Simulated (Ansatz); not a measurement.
```xyz
2
Lattice="12.5000 0.0000 0.0000 0.0000 11.0000 0.0000 0.0000 0.0000 2.7366" Properties=species:S:1:pos:R:3 pbc="T T T"
Ta     5.2006     5.5000     0.0000
Ta     7.2994     5.5000     1.3683
```

These are PBE (plane waves to 420 eV, PAW; Ansatz, an electronic-structure program) values and carry that method's errors. Mesh 1×1×74. Collinear spin, started with parallel moments, which vanish. Isolated but for its images some 11 Å away. A model structure. Symmetry and one short period hold its shape; lower forms weren't sought. Pairing along the axis, which can open a gap, is among the distortions not tried. Values not marked SOC lack spin–orbit coupling.

### Question
Say what this body is, and give its properties.

### Answer
Free zigzag chain of Ta atoms. A hypothetical model.
- PBE gap = none (under 0.01 eV)
- crossings of the Fermi level between Γ and the zone edge (49 points) = 3, each for both spins (ideal conductance 3 × 2e²/h)
